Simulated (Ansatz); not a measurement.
W2C (P-31m): resistivity and electron-phonon coupling

Consider the following.

```yaml
crystal:
  lattice:
    - [5.20026, 0.00000, 0.00000]
    - [-2.60013, 4.50356, 0.00000]
    - [0.00000, 0.00000, 4.73710]
  atoms:
    - { symbol: W, position: [0.66815, 0.66815, 0.24767] }
    - { symbol: W, position: [0.33185, 0.33185, 0.75233] }
    - { symbol: W, position: [0.33185, 0.00000, 0.24767] }
    - { symbol: W, position: [0.66815, 0.00000, 0.75233] }
    - { symbol: W, position: [0.00000, 0.33185, 0.24767] }
    - { symbol: W, position: [0.00000, 0.66815, 0.75233] }
    - { symbol: C, position: [0.00000, 0.00000, 0.00000] }
    - { symbol: C, position: [0.66667, 0.33333, 0.50000] }
    - { symbol: C, position: [0.33333, 0.66667, 0.50000] }
```

Level of theory: PBEsol, DFPT electron-phonon coupling, linearised Boltzmann equation (plane waves, PAW, scalar-relativistic; Ansatz, a program for electronic structure). How the cell was made: relaxed with this functional, without spin-orbit coupling.

```yaml
resistivity at 300 K: 40 (x), 40 (y), 39 (z) μΩ·cm
resistivity at 77 K: 6.1 μΩ·cm
electron mean free path at 300 K (weighted by the current that each state carries): 2.8 (x), 2.8 (y), 2.7 (z) nm
```

A metal at this level (no band gap). Only scattering by harmonic phonons is included (no impurities, grain boundaries, electron-electron scattering or thermal expansion). Spin-orbit coupling is left out, which matters with elements this heavy. Halving the electron mesh (20x20x20) moves the resistivity by up to 6 % at 300 K, the mean free path by up to 8 %. Smearing 0.20 eV; phonons on a 3x3x3 q mesh, which this run doesn't test and which matters most at low temperature.

Computed structure, not matched to a measured one here, so possibly hypothetical: W2C (P-31m).
